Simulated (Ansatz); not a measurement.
A periodic model of amorphous Li₄₅P₁₅O₆₀:

```xyz
120
Lattice="10.9732 0.0000 0.0000 0.0000 10.9732 0.0000 0.0000 0.0000 10.9732" Properties=species:S:1:pos:R:3 pbc="T T T"
Li     6.2387     2.2925     7.4436
Li     4.9129     2.4998     4.8875
Li     7.7163     0.1887     8.2592
Li     3.7848     0.8769     3.5551
Li     2.5347     9.2668    10.3143
Li     4.5193    10.5082     0.7051
Li     8.7776     5.4892    10.4085
Li     6.2984     3.4671     2.4308
Li     4.1612     8.8371     8.0792
Li    10.6191     3.7138     0.1740
Li     0.7848     5.5931     5.8260
Li     4.1822     7.6674     0.2117
Li     6.8719     8.6891     7.4943
Li     5.5689    10.4999     9.5713
Li     1.2057     4.8519     2.7869
Li     0.0001     0.8742     9.9744
Li     6.9749     9.1427     0.4134
Li     1.6387     7.9557     6.7547
Li     7.3909     0.8298     0.8495
Li     8.1051     0.7571     5.3042
Li     8.5667     8.1612     9.8546
Li     4.5673     5.6119     3.8472
Li     5.9212     8.1045     9.6018
Li     8.8093    10.2714    10.2900
Li     8.9214     4.4634     2.6572
Li     9.3351     8.6557     5.4527
Li     5.3444     5.1404     0.3195
Li     7.1091     6.6225     4.6947
Li    10.5048     9.9881     0.9550
Li    10.6709     2.8950     6.1540
Li     2.6883     1.2515     6.6076
Li     4.2874     8.2857     5.2075
Li     2.5848     6.5148     8.7376
Li     6.2112     5.3477     8.4408
Li     2.9370     3.9774     7.6006
Li     3.6524     3.2365     2.6265
Li     9.1667     2.5586     8.5953
Li     4.9954     2.1603     0.9922
Li     5.8023     9.2403     2.9564
Li     9.1241     7.6985     1.9857
Li     0.5920     0.9984     4.1216
Li     8.0985    10.0029     2.2249
Li     1.6727     1.0644     1.6849
Li     1.4894     6.6481     0.8874
Li     6.3288     0.7659     2.9441
P      2.7758     9.0845     2.4823
P      7.7446     3.8448     5.6049
P      7.2561     3.1439    10.2305
P      5.6118    10.7929     5.7962
P      2.7758     1.8000     9.9099
P      8.5856     6.2358     7.3691
P      0.0852     4.9577     8.3410
P      4.6883     6.4996     6.8846
P      2.8575     4.4784     0.0867
P      0.3848     9.1053     8.8994
P      2.1866     3.4064     4.6138
P      0.4158     7.7419     3.7148
P     10.5082     0.1210     6.9495
P      9.6818     1.4373     1.8451
P      6.8308     6.5444     1.8132
O      3.2286     5.8817    10.5225
O      3.9815     3.9067     0.9487
O      5.2490     6.5336     5.4258
O      1.3718     9.0220     3.3054
O      9.8804     0.7408     8.2218
O      2.6560     1.3892     8.4635
O      0.8554     7.3387     5.1274
O      0.5970    10.0098    10.1302
O      2.9116     3.0425     5.9147
O     10.7788     5.4050     9.7593
O      7.0277     7.6197     2.9205
O      8.4293     0.9974     2.6664
O      0.4174     1.0519     6.0932
O      2.1395     2.1460     3.6656
O      7.8402     4.8599     6.9661
O      4.4406     5.1022     7.4493
O     10.9218     0.6295     2.3608
O      9.9683     8.3005     3.6880
O      0.6086     6.6486     2.6494
O      8.7370     3.6122    10.2293
O      1.5384     1.6130    10.8067
O      6.8229     2.5903     0.6451
O      3.3987     7.3872     6.8791
O      8.7714     2.7320     5.8160
O      6.3221     4.3312     9.9154
O      7.9976     4.7430     4.3916
O      2.9497     4.5252     3.8206
O      5.2177     9.4615     6.4810
O      9.9292     2.9683     1.9116
O      5.0785     2.1752     2.9906
O      6.1301     7.1521     0.5381
O     10.6747     3.5276     8.0002
O      8.8971     9.0400     0.7421
O      0.6164     9.9771     7.4861
O      6.2397    10.4490     1.5009
O      3.9026     8.5402     3.3651
O      4.3521     9.1385     9.9758
O      5.6745     7.1808     7.8960
O      4.3305     0.6551     5.5024
O      8.2550     7.3134     6.3448
O     10.1435     5.9065     7.2532
O      5.9042     5.3986     2.3278
O      1.4604     5.3187     7.7500
O      9.4661     0.9396     0.3565
O      0.7456     3.9491     4.8454
O      6.5886     0.5864     6.7429
O      6.4001    10.5208     4.4769
O      2.5729     8.2681     1.1879
O      1.5214     4.5435     0.8479
O      9.4302    10.4223     6.0896
O      4.0480     1.2731    10.5951
O      8.1650     6.4556     8.8051
O      2.8148     3.4953     9.7632
O      7.2230     9.5914     9.3040
O      1.5852     8.1548     8.7911
O      8.2378     5.9572     1.4287
O      2.9719    10.5820     2.1700
O      7.1686     2.0456     9.1058
O      6.3221     3.3361     5.7762
O      9.9821     8.5364     8.7693
```

Level of theory: PBE, scalar-relativistic without spin-orbit coupling (plane waves to 420 eV, PAW; Ansatz, an electronic-structure program).

A CHGNet melt-quench gave the starting glass, which DFT then relaxed. O atoms were pushed apart under 1.9 Å during the dynamics, to hinder bonds among them. The hot cell started wider than the set density and was brought back towards it in steps. It is the lowest in DFT energy of 2 quenches. It is a model cell: composition and starting density were chosen by hand, and all elements were melted together. No dispersion term was used. Its density started from a set value of 2.26 and ended at 2.18 g/cm³. The simulated quench (nominally 490 K/ps over its main leg) is rapid and tends to freeze in more defects than a deposited or slowly cooled glass has. A cell of this size samples the disorder only roughly. The volume was free in the relaxation, at fixed shape. Stress components on the final sampling reach 1.7 GPa.

Cut-offs for bonds: Li-Li 2.86 Å, Li-P 2.61 Å, Li-O 2.46 Å, P-P 2.50 Å, P-O 1.88 Å, O-O 1.58 Å. Two cations that share two anions don't count as bonded, nor two that share one unless they lie closer than Li-Li 2.78 Å, Li-P 2.54 Å, P-P 2.29 Å.

Problem. Give the coordination numbers, mean bond lengths and angles.

Solution. 
* **Mean coordination of Li by anions**: 3.82 (1 with 2, 8 with 3, 34 with 4, 2 with 5); 48 close contacts or bonds to cations besides
* **Mean coordination of P by anions**: 4.00 (15 with 4)
* **Mean coordination of O**: 3.87 (3 with 2, 19 with 3, 27 with 4, 6 with 5, 4 with 6, 1 with 7)
* **Mean Li-O bond**: 2.022 Å (spread 0.125 Å, 172 counted)
* **Mean P-O bond**: 1.563 Å (spread 0.047 Å, 60 counted)
* **Mean Li-Li close contact**: 2.656 Å (spread 0.101 Å, 24 counted)
* **Bond angle at Li**: mean 101.4°, spread 29.2°
* **Bond angle at P**: mean 109.3°, spread 4.4°
* **Bond angle at O**: mean 108.1°, spread 24.3°
